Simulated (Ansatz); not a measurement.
What isotropic strain +5.68 % does to Mg3Sb2

Take Mg3Sb2 (space group P-3m1, No. 164; a = 4.5685 Å, c = 7.2499 Å) as the base.

The change: the cell is scaled by 1.0568 in all directions; the atoms relax in the strained cell.

Calculations: DFT with r2SCAN, PAW potentials and a 500 eV plane-wave cutoff in Ansatz (an electronic-structure program), scalar-relativistic without spin-orbit coupling, earlier PAW set. Γ-centred 12×12×7 mesh, Fermi–Dirac width 0.05 eV.

```json
[
 {"quantity": "volume per atom", "base": "26.21 Å³", "changed": "30.93 Å³", "shift": "+4.72 Å³"},
 {"quantity": "space group", "base": "P-3m1 (No. 164)", "changed": "P-3m1 (No. 164)", "shift": "–"},
 {"quantity": "shortest interatomic distance", "base": "2.820 Å", "changed": "2.951 Å", "shift": "+0.131 Å"},
 {"quantity": "energy relative to the base (free energy F)", "base": "0 meV/atom", "changed": "+92 meV/atom", "shift": "+92 meV/atom"},
 {"quantity": "band gap", "base": "0.61 eV", "changed": "0.46 eV", "shift": "-0.145 eV"},
 {"quantity": "gap character", "base": "indirect, Γ → K", "changed": "indirect, Γ → k = (0, 0.417, 0.286) in the run's primitive reciprocal basis", "shift": "–"},
 {"quantity": "smallest direct gap", "base": "1.78 eV", "changed": "0.98 eV", "shift": "-0.80 eV"},
 {"quantity": "width of the top valence band", "base": "2.59 eV", "changed": "2.06 eV", "shift": "-0.53 eV"},
 {"quantity": "hole mass", "base": "0.084 mₑ along c, 1.1 mₑ across (at Γ)", "changed": "0.064 mₑ along c, 2.8 mₑ across (at Γ)", "shift": "–"},
 {"quantity": "valence-band top at Γ (three highest levels, from the VBM)", "base": "0.00, -0.41, -0.41 eV", "changed": "0.00, -0.30, -0.30 eV", "shift": "–"},
 {"quantity": "largest internal atomic displacement", "base": "–", "changed": "0.075 Å", "shift": "–"}
]
```

Final structure:

```
Mg3Sb2
1.0
    4.82802     0.00000     0.00000
   -2.41401     4.18118     0.00000
    0.00000     0.00000     7.66171
Sb Mg
2 3
Direct
  0.33333   0.66667   0.23847
  0.66667   0.33333   0.76153
  0.00000   0.00000   0.00000
  0.33333   0.66667   0.63501
  0.66667   0.33333   0.36499
```

Cost of the whole job for the changed cell (relaxation, final SCF and bands): about 6 core-minutes (a rough figure).

With Sb present, leaving out spin-orbit coupling can change the band edges. Effective masses come from finite differences of ±0.01 Å⁻¹. Stability against distortions was not tested.
